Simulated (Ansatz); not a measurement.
Results of HSE06 (PAW; Ansatz, a program for electronic structure) for K2PdCl4 (P4/mmm, No. 123, 7 atoms in the cell; start COD 2107184).

Numerical settings: plane-wave cutoff 460 eV, 4×4×6 k mesh (along the axes of the cell as run), Fermi–Dirac smearing 0.01 eV, scalar-relativistic PAW data made under PBE.

Cell (measured lattice):

```cif
data_Cl4K2Pd
_chemical_formula_sum 'Cl4 K2 Pd1'
_space_group_name_H-M_alt 'P 1'
_space_group_IT_number 1
_cell_length_a 7.02590
_cell_length_b 7.02590
_cell_length_c 4.07970
_cell_angle_alpha 90.000
_cell_angle_beta 90.000
_cell_angle_gamma 90.000
loop_
_space_group_symop_operation_xyz
  'x, y, z'
loop_
_atom_site_label
_atom_site_type_symbol
_atom_site_fract_x
_atom_site_fract_y
_atom_site_fract_z
_atom_site_occupancy
Cl1 Cl 0.23214 0.23214 0.00000 1
Cl2 Cl 0.76786 0.23214 0.00000 1
Cl3 Cl 0.76786 0.76786 0.00000 1
Cl4 Cl 0.23214 0.76786 0.00000 1
K1 K 0.00000 0.50000 0.50000 1
K2 K 0.50000 0.00000 0.50000 1
Pd1 Pd 0.00000 0.00000 0.00000 1
```

### Question
Estimate the band gap, smallest direct gap on the k points sampled and Γ–Γ gap that the calculation returns.

### Answer

- band gap = 3.17 eV (on the SCF k mesh)
- smallest direct gap on the k points sampled = 3.19 eV
- Γ–Γ gap = 4.06 eV

Note: the file's cell can be that of a phase stable at another temperature; cell and atoms aren't relaxed at this level (pressure 0.8 GPa).

Spin–orbit coupling is not included.

Computed values are for the static lattice.

Cost on a shared machine: around 6 core-minutes (rough).
